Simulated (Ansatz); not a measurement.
Consider BAs in the zinc blende structure (space group F-43m, No. 216; a = 4.7679 Å). Axes: x, y, z lie along the cube axes.

Calculations: Kohn–Sham DFT with the PBEsol functional, run in Ansatz (an electronic-structure program) with PAW and 420 eV plane waves, no spin-orbit coupling.

Strains are applied to the cell and any free atomic positions relax; under biaxial strain the out-of-plane vector relaxes too.

One change was made to it. Results:

```json
[
 {"quantity": "valence-band top at Γ (three highest levels, from the VBM)", "base": "0.00, 0.00, 0.00 eV", "after": "0.00, 0.00, -0.31 eV"},
 {"quantity": "volume per atom", "base": "13.55 Å³", "after": "13.15 Å³"},
 {"quantity": "valley order (the lowest conduction-band minima on the path, energy above the VBM, named in the base's zone)", "base": "a point along ⟨100⟩, about 1.1 Å⁻¹ from Γ 1.08 eV", "after": "a point along [010], about 1.0 Å⁻¹ from Γ 0.82 eV; a point along [001], about 1.0 Å⁻¹ from Γ 1.23 eV"}
]
```

Name the change that was made.
A) biaxial strain −1.00 %, plane normal [001], relaxed out of plane
B) biaxial strain −2.00 %, plane normal [001], relaxed out of plane
C) biaxial strain −1.50 %, plane normal [001], relaxed out of plane
D) biaxial strain −2.50 %, plane normal [001], relaxed out of plane

B, biaxial strain −2.00 %, plane normal [001], relaxed out of plane. For comparison, the valley order in the other runs: biaxial strain −1.00 %, plane normal [001], relaxed out of plane gives a point along [010], about 1.0 Å⁻¹ from Γ 0.95 eV; a point along [001], about 1.0 Å⁻¹ from Γ 1.16 eV; biaxial strain −2.50 %, plane normal [001], relaxed out of plane gives a point along [010], about 1.0 Å⁻¹ from Γ 0.75 eV; a point along [001], about 1.0 Å⁻¹ from Γ 1.26 eV; biaxial strain −1.50 %, plane normal [001], relaxed out of plane gives a point along [010], about 1.0 Å⁻¹ from Γ 0.89 eV; a point along [001], about 1.0 Å⁻¹ from Γ 1.19 eV.

The levels and masses belong to the bands next to the band gap. Stability against distortions was not tested.
